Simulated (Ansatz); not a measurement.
Given:

```xyz
2
Lattice="4.1620 0.0000 0.0000 0.0000 4.1620 0.0000 2.0810 2.0810 2.9430" Properties=species:S:1:pos:R:3 pbc="T T T"
Cd     0.0000     0.0000     0.0000
S      4.1620     2.0810     1.4715
```

The cell is taken as given.

Transport runs along the normal of the first two printed cell vectors, the (001) plane of the conventional cell.

The gap is the functional's own, uncorrected, and κ follows it; spin-orbit coupling is left out. Mid-gap means the computed energy nearest the middle.

Problem. Compute, with Ansatz (a quantum-chemistry and plane-wave program) with r2SCAN, the band gap and the smallest decay constant κ at mid-gap.

Solution. Gap 1.53 eV on a 10×10×10 mesh; κ = 0.125 1/Å, at the zone centre.
